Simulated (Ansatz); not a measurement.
CdSe in the zinc blende structure (space group F-43m, No. 216)

Space group F-43m (No. 216); a = b = c = 6.196 Å, α = β = γ = 90.00°

```
atom  site  symmetry       x       y       z
----  ----  --------  ------  ------  ------
Se      4c      -43m  0.2500  0.2500  0.2500
Cd      4a      -43m  0.0000  0.0000  0.0000
```
(The calculation used a cell of 2 atoms; values per cell refer to that cell.)

All numbers come from Ansatz (a quantum-chemistry and plane-wave program), PBE, PAW, cutoff 420 eV, no spin-orbit coupling. k-mesh 9×9×9 (Γ-centred); smearing 0.05 eV (Fermi–Dirac).

- Volume per atom = 29.74 Å³
- Density = 5.34 g/cm³
- Band gap = 0.49 eV, direct at Γ
- Electron mass = 0.052 mₑ
- Hole mass (degenerate bands, along [100]) = 0.054, 0.73, 0.73 mₑ
- Lowest conduction-band minima above the VBM = Γ 0.49 eV
- Total energy = -6862.398 eV/atom (σ→0; compares only within this code and set-up)

Effective masses come from finite differences of ±0.01 Å⁻¹. Semilocal Kohn–Sham gaps tend to fall short of experiment. No phonon test of stability was made.
